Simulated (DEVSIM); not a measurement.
System: GaN n+/n-/n+ resistor, at 300 K.

| layer (left to right) | material | thickness (μm) | Nd (cm⁻³) | τn (s) | τp (s) |
|---|---|---|---|---|---|
| 1 | GaN | 0.530 | 1.4e17 | 1.1e-8 | 1.1e-8 |
| 2 | GaN | 0.400 | 1e13 | 1.1e-8 | 1.1e-8 |
| 3 | GaN | 0.200 | 3.6e17 | 1.1e-8 | 1.1e-8 |

Left contact: ohmic. Right contact: ohmic. Voltage is applied to the left contact. Recombination: SRH at mid-gap, radiative. Mobility is μmin + (μ − μmin)/(1 + (N/Nref)^α).

Constants are typed, rounded textbook-type inputs, not results; the design itself was drawn at random and stands for no fabricated device. Values at 300 K.

```
parameter         GaN
-------------  ------
gap (eV)         3.43
affinity (eV)     4.1
permittivity      9.5
Nc (cm⁻³)      2.3e18
Nv (cm⁻³)      4.6e19
μn (cm²/Vs)      1200
μp (cm²/Vs)       100
μn,min             55
μp,min              3
Nref,n           2e17
Nref,p           3e17
αn                  1
αp                  2
B (cm³/s)       1e-11
```

DEVSIM, 1D drift-diffusion, Boltzmann statistics, complete ionisation; no tunnelling, impact ionisation, image-force lowering or self-heating.

Task: Tabulate band edges, carrier densities and field at zero bias.

Result: Energies count from the Fermi level of the right contact; mesh points crowd at the junctions.

```json
[
 {"x (μm)": "0.000", "Ec (eV)": "0.072", "Ev (eV)": "-3.358", "n (cm⁻³)": "1.4e17", "p (cm⁻³)": "< 1e2", "field (V/cm)": "≈ 0"},
 {"x (μm)": "0.01969", "Ec (eV)": "0.072", "Ev (eV)": "-3.358", "n (cm⁻³)": "1.4e17", "p (cm⁻³)": "< 1e2", "field (V/cm)": "≈ 0"},
 {"x (μm)": "0.05401", "Ec (eV)": "0.072", "Ev (eV)": "-3.358", "n (cm⁻³)": "1.4e17", "p (cm⁻³)": "< 1e2", "field (V/cm)": "≈ 0"},
 {"x (μm)": "0.1138", "Ec (eV)": "0.072", "Ev (eV)": "-3.358", "n (cm⁻³)": "1.4e17", "p (cm⁻³)": "< 1e2", "field (V/cm)": "≈ 0"},
 {"x (μm)": "0.2650", "Ec (eV)": "0.072", "Ev (eV)": "-3.358", "n (cm⁻³)": "1.4e17", "p (cm⁻³)": "< 1e2", "field (V/cm)": "≈ 0"},
 {"x (μm)": "0.3893", "Ec (eV)": "0.072", "Ev (eV)": "-3.358", "n (cm⁻³)": "1.4e17", "p (cm⁻³)": "< 1e2", "field (V/cm)": "≈ 0"},
 {"x (μm)": "0.4606", "Ec (eV)": "0.072", "Ev (eV)": "-3.358", "n (cm⁻³)": "1.4e17", "p (cm⁻³)": "< 1e2", "field (V/cm)": "28"},
 {"x (μm)": "0.5108", "Ec (eV)": "0.077", "Ev (eV)": "-3.353", "n (cm⁻³)": "1.2e17", "p (cm⁻³)": "< 1e2", "field (V/cm)": "4300"},
 {"x (μm)": "0.5300", "Ec (eV)": "0.099", "Ev (eV)": "-3.331", "n (cm⁻³)": "5.0e16", "p (cm⁻³)": "< 1e2", "field (V/cm)": "22000"},
 {"x (μm)": "0.5495", "Ec (eV)": "0.130", "Ev (eV)": "-3.300", "n (cm⁻³)": "1.5e16", "p (cm⁻³)": "< 1e2", "field (V/cm)": "12000"},
 {"x (μm)": "0.5829", "Ec (eV)": "0.158", "Ev (eV)": "-3.272", "n (cm⁻³)": "5.2e15", "p (cm⁻³)": "< 1e2", "field (V/cm)": "6100"},
 {"x (μm)": "0.6612", "Ec (eV)": "0.186", "Ev (eV)": "-3.244", "n (cm⁻³)": "1.8e15", "p (cm⁻³)": "< 1e2", "field (V/cm)": "1800"},
 {"x (μm)": "0.7603", "Ec (eV)": "0.190", "Ev (eV)": "-3.240", "n (cm⁻³)": "1.5e15", "p (cm⁻³)": "< 1e2", "field (V/cm)": "-950"},
 {"x (μm)": "0.8423", "Ec (eV)": "0.171", "Ev (eV)": "-3.259", "n (cm⁻³)": "3.1e15", "p (cm⁻³)": "< 1e2", "field (V/cm)": "-4100"},
 {"x (μm)": "0.9012", "Ec (eV)": "0.130", "Ev (eV)": "-3.300", "n (cm⁻³)": "1.5e16", "p (cm⁻³)": "< 1e2", "field (V/cm)": "-12000"},
 {"x (μm)": "0.9245", "Ec (eV)": "0.090", "Ev (eV)": "-3.340", "n (cm⁻³)": "7.0e16", "p (cm⁻³)": "< 1e2", "field (V/cm)": "-26000"},
 {"x (μm)": "0.9402", "Ec (eV)": "0.053", "Ev (eV)": "-3.377", "n (cm⁻³)": "2.9e17", "p (cm⁻³)": "< 1e2", "field (V/cm)": "-8700"},
 {"x (μm)": "0.9650", "Ec (eV)": "0.048", "Ev (eV)": "-3.382", "n (cm⁻³)": "3.6e17", "p (cm⁻³)": "< 1e2", "field (V/cm)": "-170"},
 {"x (μm)": "1.022", "Ec (eV)": "0.048", "Ev (eV)": "-3.382", "n (cm⁻³)": "3.6e17", "p (cm⁻³)": "< 1e2", "field (V/cm)": "≈ 0"},
 {"x (μm)": "1.071", "Ec (eV)": "0.048", "Ev (eV)": "-3.382", "n (cm⁻³)": "3.6e17", "p (cm⁻³)": "< 1e2", "field (V/cm)": "≈ 0"},
 {"x (μm)": "1.105", "Ec (eV)": "0.048", "Ev (eV)": "-3.382", "n (cm⁻³)": "3.6e17", "p (cm⁻³)": "< 1e2", "field (V/cm)": "≈ 0"},
 {"x (μm)": "1.130", "Ec (eV)": "0.048", "Ev (eV)": "-3.382", "n (cm⁻³)": "3.6e17", "p (cm⁻³)": "< 1e2", "field (V/cm)": "≈ 0"}
]
```
